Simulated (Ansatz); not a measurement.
Results of r²SCAN-D4 (plane waves, PAW; Ansatz, a program for electronic structure) for TiAl3 (I4/mmm, No. 139).

Run with plane-wave cutoff 560 eV, 20×20×20 k mesh, Fermi–Dirac smearing 0.05 eV, no spin polarisation, scalar-relativistic PAW data made under PBE.

The volume scan:

```csv
V (Å³/atom),E − E_lowest (meV/atom)
14.888,9.71
15.198,2.34
15.508,0.00
15.819,2.22
16.129,8.56
```

Task: Estimate the bulk modulus and its pressure derivative from these points.

Result: V0 = 15.507 Å³/atom, B0 = 118 GPa, B′ = 4.0 (fit to the energies at full precision).

Shape and atoms are relaxed at each volume.

Measured, for comparison: equilibrium volume per atom 15.93 Å³/atom (temperature not stated, not corrected to a static lattice; as tabulated in P. Norby and A. Norlund Christensen, Acta Chemica Scandinavica A40, 157 (1986)). Computed (rounded) less measured: equilibrium volume per atom -2.6 %.

Note: the bulk modulus comes from volumes at which shape and atoms were relaxed.
